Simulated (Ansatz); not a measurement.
# ZrSe2, response to strain

Consider ZrSe2 in the CdI2 type structure (space group P-3m1, No. 164; a = 3.660 Å, c = 5.841 Å; layered, stacked along the Cartesian z axis; relaxed with 0.1 eV smearing). Axes: x lies along a and z along c of the hexagonal cell.

Strains are applied to the cell and any free atomic positions relax; under biaxial strain the out-of-plane vector relaxes too.

Method: DFT with PBEsol-D3(BJ), PAW potentials and a 420 eV plane-wave cutoff in Ansatz (a quantum-chemistry and plane-wave program), no spin-orbit coupling.

Notes on the quantities. energy relative to the base: free energy F.

| variant | energy relative to the base | largest internal atomic displacement | volume per atom | space group |
|---|---|---|---|---|
| base | 0 meV/atom | – | 22.59 Å³ | P-3m1 (No. 164) |
| biaxial strain +2.49 %, plane normal [001], relaxed out of plane | – | – | 23.48 Å³ | P-3m1 (No. 164) |
| isotropic strain −2.11 % | +15 meV/atom | 0.055 Å | 21.19 Å³ | P-3m1 (No. 164) |
| isotropic strain −1.31 % | +5.4 meV/atom | 0.035 Å | 21.71 Å³ | P-3m1 (No. 164) |
| isotropic strain +1.47 % | +6.1 meV/atom | 0.042 Å | 23.60 Å³ | P-3m1 (No. 164) |
| isotropic strain +4.22 % | +45 meV/atom | 0.127 Å | 25.57 Å³ | P-3m1 (No. 164) |
| uniaxial strain ε_xx = −0.77 % | +0.5 meV/atom | – | 22.41 Å³ | C2/m (No. 12) |
| uniaxial strain ε_xx = +3.50 % | +9.5 meV/atom | 0.034 Å | 23.38 Å³ | C2/m (No. 12) |
| uniaxial strain ε_yy = −4.71 % | +19 meV/atom | 0.047 Å | 21.52 Å³ | C2/m (No. 12) |

Whether these cells are dynamically stable was not tested. The final runs are not spin-polarised.
